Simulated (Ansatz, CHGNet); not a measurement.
For MoS2 (R3m, No. 160, 3 atoms in the cell; start mp-1434; a measured phase of this formula has another space group), the machine-learned potential CHGNet-r²SCAN (trained on r²SCAN data) gives:

```
Quantity                           Value
------------------------------  --------
equilibrium lattice constant a   3.185 Å
c axis length                   19.570 Å
```

### Question
What does r²SCAN-D4 (Ansatz, a first-principles code, plane waves, PAW) give for the same quantities?

### Answer

- lattice constant a: 3.176 Å (drops by 0.3 %)
- lattice parameter c: 18.671 Å (shrinks by 4.6 %)

Changes are worked out from the printed values.

Unless a cell is named, each level is at its own relaxed cell (CHGNet-r²SCAN 19.11, r²SCAN-D4 18.12 Å³/atom).

The crystal itself was run without spin with r²SCAN-D4; a magnetic state was not tried in these runs.

Caveats: the relaxation could not lower the start's symmetry, so the cell can be a saddle point above a distorted one (CHGNet-r²SCAN, r²SCAN-D4). Ansatz's density-functional and Hartree–Fock values are scalar-relativistic unless marked +SOC, with PAW data made under PBE.

A start named mp-… is a Materials Project structure, which need not be a measured phase.
